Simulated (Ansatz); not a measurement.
We consider As (Pm-3m, No. 221, 1 atom in the cell; start mp-10; another form than the element's usual one), described by PBEsol (Ansatz, a first-principles code, plane waves, PAW).

The input as run:

Ansatz 0.2 input:
```yaml
crystal:
  lattice:
    - [2.7072104113, 0.0, 0.0]
    - [0.0, 2.7072104113, 0.0]
    - [0.0, 0.0, 2.7072104113]
  atoms:
    - { symbol: As, position: [0.5, 0.5, 0.5] }
basis:
  ecutwfc: 520
  ecutrho_ratio: 4
  xc_grid: 2
kpoints:
  mp_grid: { grid: [20, 20, 20] }
hamiltonian:
  xc: pbesol
  dispersion: none
  pseudopotentials: { kind: paw }
scf:
  occupations: { method: fermi_dirac, width: 0.05 }
output:
  forces: false
  stress: true
  eigenvalues: true
relax:
  f_tol: 0.004
  escape_saddle: false
  max_steps: 80
```

The run printed, among other lines:

```
WARN output.stress: scf.convergence.dr2_threshold = 1e-7 eV (the SCF's general default) is looser than the 1e-10 eV advised for a printed stress (1e-10 eV for …
Relaxation: its limit of steps is 80 (relax.max_steps)
Crystal: 1 atoms, lattice volume = 19.841 Å³
Basis set: ecut = 520 eV, 515 PW (Γ), exchange–correlation on 48×48×48 points (8 copies of the dense FFT grid, shifted against one another)
Bands: 12, of which v1, the nominal top of the filled ones, is band 8 counted from 1 (7 counted from 0)
Symmetry: 48 space group operations
Space group: Pm-3m (ITA 221), of the structure as read, at distance tolerance 2.7e-5 Å
k-points: 286 of 8000
Functional: x = pbesol(κ = 0.804, μ = 0.12345679012345678), c = pbesol(β = 0.046)
SCF iter   1: F=—  HF=-4812.947445 eV  |F-HF|=—  |Δ(HF+E_count)|=         —  Δρ=9.89e-4  dr2=6.79e-5
SCF iter   2: F=—  HF=-4812.947101 eV  |F-HF|=—  |Δ(HF+E_count)|=   3.44e-4  Δρ=5.54e-4  dr2=2.97e-5
  ...
SCF iter   5: F=-4812.947135 eV  HF=-4812.947135 eV  |F-HF|=3.21e-9  |Δ(HF+E_count)|=   2.74e-8  Δρ=5.00e-6  dr2=4.71e-9
SCF iter   6: F=-4812.947135 eV  HF=-4812.947135 eV  |F-HF|=3.64e-12  |Δ(HF+E_count)|=   1.26e-9  Δρ=4.42e-7  dr2=2.38e-11
SCF 1 converged in 6 iterations: F = -4812.947135 eV  dr2 = 2.38e-11
relax step   1: F+E_penalty+E_count = -4812.94713526 eV  Δ(F+E_penalty+E_count) = +0.000e0 eV  max|allowed force component| = 0.000e0 eV/Å  Δτ_max = 0.0000 Å  (6 SCF iters, accepted)
SCF converged after 6 iterations
Free energy (F): -4812.947135 eV
Internal energy: -4812.943476 eV  (E = F + TS)
E sigma→0 (E₀):  -4812.945305 eV
Fermi energy:    11.556935 eV
--- Forces (eV/Å), atoms counted from 1 ---
  atom   1  As     0.00000000    -0.00000000     0.00000000
--- Stress (GPa, compression-positive) ---
       -1.662887       0.000000       0.000000
        0.000000      -1.662887       0.000000
        0.000000       0.000000      -1.662887
  P = ⅓ Tr σ = -1.6629 GPa (-16.629 kbar)
```

The cell is one volume of an energy–volume scan, off the minimum.

The PAW data were made under PBE.

Note: the relaxation could not lower the start's symmetry, so the cell can be a saddle point above a distorted one.

Computing time: roughly 5 core-seconds.

A start named mp-… is a Materials Project structure, which need not be a measured phase.
